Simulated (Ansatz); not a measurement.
A computed series for hypothetical diamond Ba: pressure series

The parent structure is Ba in the diamond structure (space group Fd-3m, No. 227; a = 7.4043 Å; a hypothetical phase, not in the database extracts checked).

Cell and atoms are relaxed at each pressure.

Calculations: PBEsol (Ansatz, an electronic-structure program; PAW; 420 eV plane waves; no spin-orbit coupling).

```json
[
 {"P (GPa)": "-0.99", "V (Å³/atom)": "56.010"},
 {"P (GPa)": "0.31", "V (Å³/atom)": "49.713"},
 {"P (GPa)": "0.71", "V (Å³/atom)": "48.616"},
 {"P (GPa)": "1.51", "V (Å³/atom)": "46.848"},
 {"P (GPa)": "3.00", "V (Å³/atom)": "44.439"},
 {"P (GPa)": "4.99", "V (Å³/atom)": "42.122"},
 {"P (GPa)": "7.48", "V (Å³/atom)": "39.991"},
 {"P (GPa)": "10.02", "V (Å³/atom)": "38.317"}
]
```

A third-order Birch–Murnaghan fit to these points gives V₀ = 50.80 Å³/atom, B₀ = 15 GPa and B₀′ = 6.5. At pressure 10 GPa the volume is 75.4 % of V₀.

Load acts through the strain it causes; cell and atoms are relaxed under it. No phonon test of stability was made. Competing high-pressure phases were not computed.
